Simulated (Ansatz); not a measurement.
**Response to strain in BeTe**

Start from BeTe in the zinc blende structure (space group F-43m, No. 216; a = 5.554 Å). Axes: x, y, z lie along the cube axes.

Strains are applied to the cell and any free atomic positions relax.

Method: DFT with LDA, PAW potentials and a 420 eV plane-wave cutoff in Ansatz (an electronic-structure program), no spin-orbit coupling.

Notes on the quantities. energy relative to the base: free energy F.

```
change                       band gap  energy relative to the base  shortest interatomic distance
---------------------------  --------  ---------------------------  -----------------------------
base                          1.79 eV                   0 meV/atom                        2.405 Å
tensor shear ε_xy = +1.71 %   1.57 eV                +4.2 meV/atom                        2.392 Å
tensor shear ε_xy = +0.29 %   1.76 eV                +0.1 meV/atom                        2.403 Å
tensor shear ε_xy = +1.43 %   1.62 eV                +2.9 meV/atom                        2.394 Å
tensor shear ε_xy = +0.57 %   1.73 eV                +0.5 meV/atom                        2.401 Å
tensor shear ε_xy = +1.14 %   1.66 eV                +1.9 meV/atom                        2.396 Å
tensor shear ε_xy = +0.86 %   1.70 eV                +1.1 meV/atom                        2.399 Å
tensor shear ε_xy = +2.00 %   1.52 eV                +5.7 meV/atom                        2.390 Å
```

With Te present, leaving out spin-orbit coupling can change the band edges. Whether these cells are dynamically stable was not tested.
